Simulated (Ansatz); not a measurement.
The parent structure is Pd in the fcc (Cu type) structure (space group Fm-3m, No. 225; a = 3.878 Å; relaxed with 0.1 eV smearing). Axes: x, y, z lie along the cube axes.

The values are results of Ansatz (a first-principles code) PBEsol, without spin-orbit coupling, not measurements.

Modification: tensile biaxial strain of 1.00 % in the plane normal to [001], as in epitaxy on a mismatched substrate; the out-of-plane cell vector and the atoms relax.

### Question
What does the calculation give for the out-of-plane strain, energy relative to the base and in-plane stress after the change?

### Answer
The out-of-plane strain is -1.47 %; the energy goes up by 1.4 meV/atom; the mean in-plane stress (compression positive) comes out as -1.5 GPa.

Stability against distortions was not tested. All final runs are without spin polarisation.
